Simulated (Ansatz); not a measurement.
The reference is ZnSe in the zinc blende structure (space group F-43m, No. 216).

```cif
data_SeZn
_chemical_formula_sum 'Zn1 Se1'
_space_group_name_H-M_alt 'P 1'
_space_group_IT_number 1
_cell_length_a 4.05384
_cell_length_b 4.05384
_cell_length_c 4.05384
_cell_angle_alpha 60.000
_cell_angle_beta 60.000
_cell_angle_gamma 60.000
loop_
_space_group_symop_operation_xyz
  'x, y, z'
loop_
_atom_site_label
_atom_site_type_symbol
_atom_site_fract_x
_atom_site_fract_y
_atom_site_fract_z
_atom_site_occupancy
Zn1 Zn 0.00000 0.00000 0.00000 1
Se1 Se 0.25000 0.25000 0.25000 1
```

Computed with PBE/PAW in Ansatz (a quantum-chemistry and plane-wave program), no spin-orbit coupling.

Before the change:

The electron mass is 0.090 mₑ (at Γ). The pressure is 0.00 GPa and the hole mass comes out as 0.094, 0.63, 0.63 mₑ (at Γ).

The change: every lattice vector is stretched by 1.50 %; the atoms relax in the strained cell.

Question: Estimate the effect on the electron mass, mean gap deformation potential ΔEg/Δln V, pressure and hole mass.

Answer: The electron mass goes from 0.090 mₑ (at Γ) to 0.080 mₑ (at Γ); the mean gap deformation potential ΔEg/Δln V amounts to -3.8 eV; the pressure goes from zero to -2.29 GPa; the hole mass (degenerate bands, along [100]) becomes 0.084, 0.67, 0.67 mₑ (at Γ) (base: 0.094, 0.63, 0.63 mₑ (at Γ)).

Masses are band curvatures over ±0.01 Å⁻¹ around the edge. Stability against distortions was not tested.
